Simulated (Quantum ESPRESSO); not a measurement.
Worked example: self-consistent single point of BeS (F-43m, 2 atoms in the cell) in Quantum ESPRESSO.

Level of theory: PBE, SSSP 1.1.2 efficiency (PBE) pseudopotentials (plane waves; Quantum ESPRESSO).

The change in words: lattice scaled by 0.98. Reference geometry:
```
CELL_PARAMETERS angstrom
      0.00000     2.39594     2.39594
      2.39594     0.00000     2.39594
      2.39594     2.39594     0.00000
ATOMIC_POSITIONS crystal
  Be 0.00000 0.00000 0.00000
  S  0.75000 0.75000 0.75000
```

Reference input (self-consistent single point, DFT, PBE, plane waves, SSSP 1.1.2 efficiency (PBE) pseudopotentials): ecutwfc = 40 Ry; ecutrho = 320 Ry; occupations = fixed; potentials = {Be: be_pbe_v1.4.uspp.F.UPF, S: s_pbe_v1.4.uspp.F.UPF}; K_POINTS = automatic 8 8 8 0 0 0; nbnd = 9; conv_thr = 1e-11 Ry. This run's input differs from it in these lines:

```diff
@@ -25,3 +25,3 @@
 Be    0.000000000    0.000000000    0.000000000
-S     3.593916000    3.593916000    3.593916000
+S     3.522037500    3.522037500    3.522037500
 K_POINTS automatic
@@ -29,5 +29,5 @@
 CELL_PARAMETERS angstrom
-   0.000000000     2.395944000     2.395944000
-   2.395944000     0.000000000     2.395944000
-   2.395944000     2.395944000     0.000000000
+   0.000000000     2.348025000     2.348025000
+   2.348025000     0.000000000     2.348025000
+   2.348025000     2.348025000     0.000000000
```

The program printed (abridged):

```
     Self-consistent Calculation

     iteration #  1     ecut=    40.00 Ry     beta= 0.70

     Threshold (ethr) on eigenvalues was too large:
     Diagonalizing with lowered threshold

     total energy              =     -52.48956171 Ry
     estimated scf accuracy    <       0.05095786 Ry

     iteration #  2     ecut=    40.00 Ry     beta= 0.70

     total energy              =     -52.49298103 Ry
     estimated scf accuracy    <       0.00176420 Ry

     iteration #  3     ecut=    40.00 Ry     beta= 0.70

     total energy              =     -52.49325372 Ry
     estimated scf accuracy    <       0.00012271 Ry

   [... 3 blocks of this kind left out ...]

     iteration #  7     ecut=    40.00 Ry     beta= 0.70

     total energy              =     -52.49329183 Ry
     estimated scf accuracy    <          1.8E-11 Ry

     iteration #  8     ecut=    40.00 Ry     beta= 0.70
     End of self-consistent calculation

     highest occupied, lowest unoccupied level (ev):     6.6956    9.5696

!    total energy              =     -52.49329183 Ry
     estimated scf accuracy    <          2.4E-12 Ry

     convergence has been achieved in   8 iterations

     Forces acting on atoms (cartesian axes, Ry/au):

     atom    1 type  1   force =     0.00000000    0.00000000    0.00000000
     atom    2 type  2   force =     0.00000000    0.00000000    0.00000000

     Total force =     0.000000     Total SCF correction =     0.000000

          total   stress  (Ry/bohr**3)                   (kbar)     P=      129.26
   0.00087872   0.00000000   0.00000000          129.26        0.00        0.00
   0.00000000   0.00087872   0.00000000            0.00      129.26        0.00
   0.00000000   0.00000000   0.00087872            0.00        0.00      129.26

   JOB DONE.
```

The run converged in 8 iterations. Against the reference run the free energy rises by 46.0 meV/atom, the pressure goes from 5.29 to 12.93 GPa and the gap on the mesh goes from 3.029 to 2.874 eV.

The starting cell comes from a database of computed structures (which also holds hypothetical and non-ambient phases and stackings), without a prior relaxation at this level. Its lattice was rescaled by a random factor within 2.5 % of one. For this run, on top of that: lattice scaled by 0.98. With a pressure of about 13 GPa the cell is away from its equilibrium volume at this level.
